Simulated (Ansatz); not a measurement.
Convergence study of the plane-wave cutoff for YbAgBi (P3m1, 6 atoms in the cell)

```
YbAgBi
1.0
    4.90253     0.00000     0.00000
   -2.45126     4.24572     0.00000
    0.00000     0.00000     7.86045
Yb Ag Bi
2 2 2
Direct
  0.00000   0.00000   0.75555
  0.00000   0.00000   0.24919
  0.33333   0.66667   0.56885
  0.66667   0.33333   0.06885
  0.33333   0.66667   0.96596
  0.66667   0.33333   0.46596
```

Method: PBEsol, default PAW files made with PBE (plane waves; Ansatz, an electronic-structure program).

Base settings: basis.ecutwfc = 420 eV; kpoints.mp_grid.grid = 5 5 2; hamiltonian.xc = pbesol; hamiltonian.pseudopotentials = {kind: paw} (the program's default PAW files); scf.occupations.method = gaussian; scf.occupations.width = 0.1 eV.

The second cell is the first with its lattice scaled by 0.98.

The mesh stays at the base's, so the ladder's end is converged at best in this setting alone.

The first pressure column holds Ansatz's estimate of the finite-basis (Pulay) stress, which hides part of the cutoff error; the other is without it.

Only quantities that move along the ladder and can be compared are tabulated.

The count of work is k-points × plane waves × bands × iterations; it is no time. 

The starting cell comes from a database of computed structures (which also holds hypothetical and non-ambient phases and stackings), without a prior relaxation at this level. Its lattice was rescaled by up to half a per cent. One atom was moved a little off its site on purpose. Spin polarisation is off. In the base run, with a pressure of about -4 GPa the cell is away from its equilibrium volume at this level. Without a gap this mesh is coarse (it stands for a supercell whose shortest vector is 16 Å).

| basis.ecutwfc | free energy less the last step's (meV/atom) | energy of the compressed cell less the first (meV/atom) | pressure (GPa) | pressure without the Pulay estimate (GPa) | largest difference of a force vector from the last step's (eV/Å) | count of work / last |
|---|---|---|---|---|---|---|
| 145 eV | 70956.72 | 766.29 | -16.81 | -1530.36 | 6.766 | 0.054 |
| 170 eV | 28177.87 | -414.44 | 3.38 | -695.56 | 2.514 | 0.054 |
| 190 eV | 13445.17 | -140.70 | -0.81 | -371.50 | 0.722 | 0.064 |
| 210 eV | 6346.78 | 10.79 | 0.52 | -200.56 | 0.243 | 0.071 |
| 230 eV | 2886.14 | -47.67 | -1.17 | -108.46 | 0.102 | 0.083 |
| 250 eV | 1196.72 | 4.32 | -2.36 | -55.92 | 0.093 | 0.12 |
| 295 eV | 121.99 | -23.90 | -3.77 | -11.68 | 0.011 | 0.14 |
| 335 eV | 11.57 | -25.78 | -3.92 | -4.76 | 0.001 | 0.21 |
| 380 eV | 2.72 | -26.14 | -3.92 | -3.97 | 0.001 | 0.23 |
| 420 eV | 1.64 | -26.11 | -3.92 | -3.96 | 0.000 | 0.34 |
| 460 eV | 0.75 | -26.11 | -3.92 | -3.95 | 0.000 | 0.33 |
| 505 eV | 0.32 | -26.10 | -3.92 | -3.92 | 0.000 | 0.38 |
| 565 eV | 0.23 | -26.10 | -3.92 | -3.92 | 0.000 | 0.42 |
| 630 eV | 0.15 | -26.11 | -3.92 | -3.92 | 0.000 | 0.60 |
| 735 eV | 0.10 | -26.11 | -3.92 | -3.92 | 0.000 | 0.72 |
| 840 eV | 0.04 | -26.11 | -3.92 | -3.92 | 0.000 | 0.88 |
| 1010 eV | 0.00 | -26.11 | -3.92 | -3.92 | 0.000 | 1.0 |

Coarsest basis.ecutwfc that holds the energy of the compressed cell less the first within 2 meV/atom of the last step, with all finer ones: 335 eV, at 0.21 of the last step's count of work; the step before is off by 2.2 meV/atom.

Coarsest basis.ecutwfc that holds the pressure within 0.2 GPa of the last step, with all finer ones: 295 eV, at 0.14 of the last step's count of work; the step before is off by 1.6 GPa.

Coarsest basis.ecutwfc that holds the free energy within 1 meV/atom of the last step, with all finer ones: 460 eV, at 0.33 of the last step's count of work; the step before is off by 1.6 meV/atom.

The energy difference between the two cells stays within 1 meV/atom of the last step's from 335 eV on, the total only from 460 eV on: much of the error is common to both cells and cancels.

At the lowest cutoff the pressure without the Pulay estimate lies 1530 GPa under the last step's, the usual sign of Pulay stress in an incomplete plane-wave basis.

Keys are those of Ansatz 0.2.
